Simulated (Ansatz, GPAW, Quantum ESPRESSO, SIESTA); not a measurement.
# One structure in several programs: RbAs2Rh2 (I4/mmm, 5 atoms in the cell)

Self-consistent single point.

```xyz
5
Lattice="-2.0072 2.0072 7.0197 2.0072 -2.0072 7.0197 2.0072 2.0072 -7.0197" Properties=species:S:1:pos:R:3 pbc="T T T"
Rb     0.0000     0.0000     0.0000
As     0.0000     0.0000     4.8765
As     0.0000     0.0000     9.1630
Rh     0.0000     2.0072     3.5099
Rh     2.0072     0.0000     3.5099
```

Shared settings, as Ansatz (a program for electronic structure) writes them: kpoints.mp_grid.grid = 6 6 6; scf.occupations.method = gaussian; scf.occupations.width = 0.1 eV. Potentials and cutoffs stand in the table.

```
code                                                                                                                                 model  pressure (GPa)  largest force (eV/Å)       cutoff
----------------  ------------------------------------------------------------------------------------------------------------------------  --------------  --------------------  -----------
GPAW                                                                         LDA (Perdew-Wang 92), GPAW PAW datasets LDA (gpaw-data 1.0.1)           -3.74                 0.231       600 eV
Ansatz                                                                                                 LDA (PW92), PAW files made with PBE           -4.53                 0.373      default
SIESTA            LDA PW92, numerical atomic orbitals DZP, PseudoDojo LDA standard norm-conserving potentials (rewritten from UPF to PSML)           -0.79                 0.786  grid 300 Ry
Quantum ESPRESSO                                                                       LDA (PZ), GBRV 1.5 ultrasoft (LDA) pseudopotentials           -4.34                 0.207        40 Ry
```

On Ansatz's run: spin polarisation is off; with an odd number of electrons in the cell that forces a metal, and a magnetic state may lie lower.

The spread over the programs that give each value: pressure within 3.74 GPa; largest force within 0.579 eV/Å.

SIESTA uses small atom-centred bases, whose incompleteness enters pressures, forces and empty levels differently from a plane-wave cutoff. Ansatz's pressure is given at a fixed set of plane waves, as the other plane-wave codes print theirs; with its correction for the finite basis it is -4.49 GPa. The same LDA comes in different parametrisations, which differ slightly. In the pressure, SIESTA (by 3.55) lies more than 1 GPa from the median of the plane-wave programs.

The starting cell comes from a database of computed structures (which also holds hypothetical and non-ambient phases and stackings), without a prior relaxation at this level.

Left out of this page: Elk (not drawn, or without a comparable value); FLEUR (with a known weakness of the program).

Keys are those of Ansatz 0.2.
